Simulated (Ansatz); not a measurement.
Ca3P2 (model structure, started from the A-La2O3 type, P-3m1, No. 164, 5 atoms in the cell), treated with G0W0@PBEsol in Ansatz (plane waves, hard PAW, contour deformation, complete-basis limit).

Numerical settings: largest k mesh 9×9×4 (not extrapolated in the mesh).

Cell (relaxed with PBEsol):

```cif
data_Ca3P2
_chemical_formula_sum 'P2 Ca3'
_space_group_name_H-M_alt 'P-3m1'
_space_group_IT_number 164
_space_group_name_Hall '-P 3 2"'
_cell_length_a 4.68290
_cell_length_b 4.68290
_cell_length_c 6.66919
_cell_angle_alpha 90.000
_cell_angle_beta 90.000
_cell_angle_gamma 120.000
loop_
_atom_site_label
_atom_site_type_symbol
_atom_site_symmetry_multiplicity
_atom_site_Wyckoff_symbol
_atom_site_fract_x
_atom_site_fract_y
_atom_site_fract_z
_atom_site_occupancy
P1 P 2 d 0.33333 0.66667 0.22379 1
Ca1 Ca 1 a 0.00000 0.00000 0.00000 1
Ca2 Ca 2 d 0.66667 0.33333 0.33229 1
```

### Question
Estimate the band gap that the calculation returns.

### Answer

- band gap = 1.97 eV (indirect)

Note: the relaxation could raise the start's symmetry but not lower it, so the cell can be a saddle point; the gap holds a correction of +0.15 eV to the complete basis.

The computed numbers hold no vibrational or temperature effects.

It cost around 4 core-hours (rough) of CPU time.

A model structure was made by putting elements into a prototype or built by hand; it is no filed structure, need not be a known phase, and can be a saddle point held by its symmetry.

Ansatz is a first-principles code.
